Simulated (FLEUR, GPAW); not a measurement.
A FLEUR input for a self-consistent single point of YMg6Al (Amm2, 8 atoms in the cell) (DFT, PBEsol, all-electron FLAPW (FLEUR), scalar-relativistic valence):

Input of the input generator:

```
scf YMg6Al
&input film=f /
9.4825323098 0.0000000000 0.0000000000
0.0000000000 6.2206760461 10.6982970607
0.0000000000 -6.2206760461 10.6982970607
1.0
1.0 1.0 1.0

8
39 -0.0000000000 0.6740100000 0.6740100000
12 0.5000000000 0.3229200000 0.8382800000
12 0.5000000000 0.8382800000 0.3229200000
12 0.5000000000 0.3325500000 0.3325500000
12 0.0000000000 0.1615900000 0.6752300000
12 -0.0000000000 0.6752300000 0.1615900000
12 -0.0000000000 0.1645000000 0.1645000000
13 0.5000000000 0.8309100000 0.8309100000

&comp jspins=1 /
&exco xctyp='PBEs' /
&kpt div1=4 div2=3 div3=3 gamma=t /
&end /
```

```xml
<?xml version="1.0" encoding="UTF-8" standalone="no"?>
<fleurInput fleurInputVersion="0.39">
   <comment>
      scf YMg6Al                                                                                          
   </comment>
   <calculationSetup>
      <cutoffs Kmax="3.8" Gmax="15.2" GmaxXC="15.2" numbands="0"/>
      <scfLoop itmax="60" minDistance="0.00001" maxIterBroyd="15" imix="Anderson" alpha="0.05" precondParam="0.0" spinf="2.0"/>
      <coreElectrons ctail="T" frcor="F" kcrel="0" coretail_lmax="0"/>
      <xcFunctional name="PBEs" relativisticCorrections="F"/>
      <magnetism jspins="1"/>
      <soc l_soc="F" theta="0.0" phi="0.0" spav="F"/>
      <expertModes spex="0" secvar="F"/>
      <geometryOptimization l_f="T" forcealpha="1.0" forcemix="BFGS" epsdisp="0.00001" epsforce="0.00001"/>
      <ldaU l_linMix="F" mixParam="0.05" spinf="1.0"/>
   </calculationSetup>
   <cell>
      <bzIntegration valenceElectrons="74.0" mode="gauss" fermiSmearingEnergy="0.00367493">
         <kPointListSelection listName="default-1"/>
         <!-- k-points included here -->
         <xi:include xmlns:xi="http://www.w3.org/2001/XInclude" href="kpts.xml"> </xi:include>
      </bzIntegration>
      <!-- symmetry operations included here -->
      <xi:include xmlns:xi="http://www.w3.org/2001/XInclude" href="sym.xml"> </xi:include>
      <bulkLattice scale="1.0">
         <bravaisMatrix>
            <row-1>    9.4825323097999998     0.0000000000000000     0.0000000000000000</row-1>
            <row-2>    0.0000000000000000     6.2206760461000004    10.6982970606999999</row-2>
            <row-3>    0.0000000000000000    -6.2206760461000004    10.6982970606999999</row-3>
         </bravaisMatrix>
      </bulkLattice>
   </cell>
   <atomSpecies>
      <species name="Yttrium (Y)" element="Y" atomicNumber="39">
         <mtSphere radius="2.63" gridPoints="925" logIncrement="0.014"/>
         <atomicCutoffs lmax="10" lnonsphr="8"/>
         <electronConfig flipSpins="F">
            <coreConfig>(1s1/2) (2s1/2) (2p1/2) (2p3/2) (3s1/2) (3p1/2) (3p3/2) (3d3/2) (3d5/2)</coreConfig>
            <valenceConfig>(4s1/2) (4p1/2) (4p3/2) (5s1/2) (4d3/2) (4d5/2)</valenceConfig>
            <stateOccupation state="(4d3/2)" spinUp="0.2" spinDown="0.2"/>
            <stateOccupation state="(4d5/2)" spinUp="0.3" spinDown="0.3"/>
         </electronConfig>
         <energyParameters s="5" p="5" d="4" f="4"/>
         <lo type="SCLO" l="0" n="4" eDeriv="0"/>
         <lo type="SCLO" l="1" n="4" eDeriv="0"/>
      </species>
      <species name="Magnesium (Mg)" element="Mg" atomicNumber="12">
         <mtSphere radius="2.63" gridPoints="925" logIncrement="0.013"/>
         <atomicCutoffs lmax="10" lnonsphr="8"/>
         <electronConfig flipSpins="F">
            <coreConfig>(1s1/2)</coreConfig>
            <valenceConfig>(2s1/2) (2p1/2) (2p3/2) (3s1/2)</valenceConfig>
         </electronConfig>
         <energyParameters s="3" p="3" d="3" f="4"/>
         <lo type="SCLO" l="0" n="2" eDeriv="0"/>
         <lo type="SCLO" l="1" n="2" eDeriv="0"/>
      </species>
      <species name="Aluminum (Al)" element="Al" atomicNumber="13">
         <mtSphere radius="2.10" gridPoints="741" logIncrement="0.015"/>
         <atomicCutoffs lmax="8" lnonsphr="6"/>
         <electronConfig flipSpins="F">
            <coreConfig>(1s1/2) (2s1/2) (2p1/2) (2p3/2)</coreConfig>
            <valenceConfig>(3s1/2) (3p1/2) (3p3/2)</valenceConfig>
            <stateOccupation state="(3p1/2)" spinUp="0.1666666666667" spinDown="0.1666666666667"/>
            <stateOccupation state="(3p3/2)" spinUp="0.3333333333333" spinDown="0.3333333333333"/>
         </electronConfig>
         <energyParameters s="3" p="3" d="3" f="4"/>
      </species>
   </atomSpecies>
   <atomGroups>
      <atomGroup species="Yttrium (Y)">
         <relPos label="                   1">.0000000000 -.3259900000 -.3259900000</relPos>
         <force calculate="T" relaxXYZ="TTT"/>
      </atomGroup>
      <atomGroup species="Magnesium (Mg)">
         <relPos label="                   2">1.000/2.000 .3229200000 -.1617200000</relPos>
         <relPos label="                   3">1.000/2.000 -.1617200000 .3229200000</relPos>
         <force calculate="T" relaxXYZ="TTT"/>
      </atomGroup>
      <atomGroup species="Magnesium (Mg)">
         <relPos label="                   4">1.000/2.000 .3325500000 .3325500000</relPos>
         <force calculate="T" relaxXYZ="TTT"/>
      </atomGroup>
      <atomGroup species="Magnesium (Mg)">
         <relPos label="                   5">.0000000000 .1615900000 -.3247700000</relPos>
         <relPos label="                   6">.0000000000 -.3247700000 .1615900000</relPos>
         <force calculate="T" relaxXYZ="TTT"/>
      </atomGroup>
      <atomGroup species="Magnesium (Mg)">
         <relPos label="                   7">.0000000000 .1645000000 .1645000000</relPos>
         <force calculate="T" relaxXYZ="TTT"/>
      </atomGroup>
      <atomGroup species="Aluminum (Al)">
         <relPos label="                   8">1.000/2.000 -.1690900000 -.1690900000</relPos>
         <force calculate="T" relaxXYZ="TTT"/>
      </atomGroup>
   </atomGroups>
   <output dos="F" band="F" slice="F">
      <checks vchk="F" cdinf="F"/>
      <bandDOS minEnergy="-.5*Htr" maxEnergy="0.5*Htr" sigma="0.015" storeEVData="T"/>
      <vacuumDOS vacdos="F" integ="F" star="F" nstars="0" locx1="0.0" locy1="0.0" locx2="0.0" locy2="0.0" nstm="0" tworkf="0.0"/>
      <unfoldingBand unfoldBand="F" supercellX="1" supercellY="1" supercellZ="1"/>
      <plotting iplot="0" polar="F">
         <plot TwoD="T" vec1="  1.0  0.0  0.0" vec2="  0.0  1.0  0.0" vec3="  0.0  0.0  1.0" zero="  0.0  0.0  0.0" file="plot"/>
      </plotting>
      <chargeDensitySlicing numkpt="0" minEigenval="0.0" maxEigenval="0.0" nnne="0" pallst="F"/>
      <specialOutput eonly="F"/>
      <magneticCircularDichroism mcd="F" energyLo="-10.0" energyUp="0.0"/>
   </output>
  <!-- We include the file relax.xml here to enable relaxations (see documentation) -->
  <xi:include xmlns:xi="http://www.w3.org/2001/XInclude" href="relax.xml"> <xi:fallback/> </xi:include>
</fleurInput>
```

Q: Write the same calculation as an input for GPAW.

A: This is the input that was run; spellings and numerical settings could be chosen otherwise.

```python
from ase import Atoms
from ase.units import GPa
from gpaw import GPAW

atoms = Atoms(['Y', 'Mg', 'Mg', 'Mg', 'Mg', 'Mg', 'Mg', 'Al'],
              cell=[[5.017940, 0.000000, 0.000000],
                    [0.000000, 3.291840, 5.661295],
                    [0.000000, -3.291840, 5.661295]],
              positions=[[0.000000, 0.000000, 7.631539],
                         [2.508970, -1.696483, 6.573896],
                         [2.508970, 1.696483, 6.573896],
                         [2.508970, 0.000000, 3.765327],
                         [0.000000, -1.690821, 4.737485],
                         [0.000000, 1.690821, 4.737485],
                         [0.000000, 0.000000, 1.862566],
                         [2.508970, 0.000000, 9.408053]],
              pbc=True)

calc = GPAW(mode={'name': 'pw', 'ecut': 800},
            xc='PBEsol',
            kpts={'size': (4, 3, 3), 'gamma': True},
            occupations={'name': 'methfessel-paxton', 'width': 0.1, 'order': 0},
            nbands=-12,
            symmetry={'symmorphic': False, 'tolerance': 0.0005},
            maxiter=100,
            txt='-')

atoms.calc = calc

energy = atoms.get_potential_energy()
print('Energy (eV):', round(energy, 6))
forces = atoms.get_forces()
print('Forces (eV/Ang):')
print(forces.round(5))
stress = atoms.get_stress()
print('Stress (GPa, Voigt):', (stress / GPa).round(4))
```

Basis settings and potentials, where a program has them, do not carry over. This input uses DFT PBEsol, plane waves, GPAW PAW datasets PBEsol (made by gpaw-setup).

The starting cell comes from a database of computed structures (which also holds hypothetical and non-ambient phases and stackings), without a prior relaxation at this level.
